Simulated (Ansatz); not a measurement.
# The (100) surface of rock-salt PbTe in its 1x1 cell (cut with top plane Pb + Te, bottom plane Pb + Te), outermost plane spacing 3.29 Å in the ideal cut

Calculation: PBE (plane waves to 420 eV, PAW; Ansatz, a first-principles code).

Model: 4-atom slab, Pb2Te2, 3.3 Å thick at the start (thin: gaps and levels are the slab's own), 6x6x1 mesh, Fermi-Dirac 0.025 eV, dipole correction, all atoms relaxed; symmetry of the start imposed; no spin, no spin-orbit, no U.

```yaml
surface energy (mean of both faces): 0.11 J/m²
surface_energy_before_relaxation: 0.20 J/m²
energy_released_by_relaxation: 0.23 eV
cost: roughly 27 core-seconds
```
